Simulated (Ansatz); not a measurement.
The starting structures come from a database of crystals and need not be the phases stable at ambient conditions.

 Where the default PAW files enter, the runs use the earlier of Ansatz's two default sets.

By PBEsol, the system below comes out a metal.

A figure of merit of an interconnect metal is its ballistic conductance per area.

Data:

```
Rh
1.0
    2.73098     0.00000     0.00000
    0.00000     4.42849     0.00000
    1.36549     0.00000     2.29415
Rh
2
Direct
  0.66667   0.25000   0.66667
  0.33333   0.75000   0.33333
```

Space group of this cell: Cmcm. The cell is strained (lengths along the current scaled by 0.97, ions clamped); by PBEsol its mean pressure is -6.2 GPa.

The current flows along the normal of the first two printed cell vectors. No spin-orbit coupling; the value is a mean over 0.1 eV about the Fermi level.

Problem. Compute, with PBEsol in Ansatz (a quantum-chemistry and plane-wave program), the ballistic conductance per area.

Solution. 1.7 × 10¹⁵ S/m² for both spins.
